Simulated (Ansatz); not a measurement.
## ZnSe: pressure series

Take ZnSe in the zinc blende structure (space group F-43m, No. 216; a = 5.7330 Å) as the base.

Cell and atoms are relaxed at each pressure.

The values are results of PBE (Ansatz, an electronic-structure program), scalar-relativistic without spin-orbit coupling, not measurements.

| pressure (GPa) | volume per atom (Å³/atom) |
|---|---|
| -2 | 24.472 |
| 0 | 23.554 |
| 0.3 | 23.428 |
| 0.7 | 23.270 |
| 1.5 | 22.968 |
| 3 | 22.455 |
| 5 | 21.857 |
| 7.5 | ? |
| 10 | 20.657 |

Task: Fit the third-order Birch–Murnaghan form P(V) = (3B₀/2)[(V₀/V)^(7/3) − (V₀/V)^(5/3)]·[1 + (3/4)(B₀′ − 4)((V₀/V)^(2/3) − 1)] (squares taken in P) to the rows shown and predict the withheld row.

Result: Least squares on the printed values gives V₀ = 23.550 Å³/atom, B₀ = 56.6 GPa, B₀′ = 4.5; this predicts 21.214 Å³/atom, and the run gives 21.213 Å³/atom, in agreement.

Measured bulk modulus of ZnSe: 62.4 GPa (temperature not stated; as listed in Cormac Toher et al., Physical Review Materials (2017)); the computed value is for a static lattice, so the two differ by thermal effects too.

Load acts through the strain it causes; cell and atoms are relaxed under it. Stability against distortions was not tested. Tetrahedral semiconductors of this kind turn to denser phases somewhere between about 1 and 50 GPa; those were not computed, so compressed cells here can lie past the real transition.
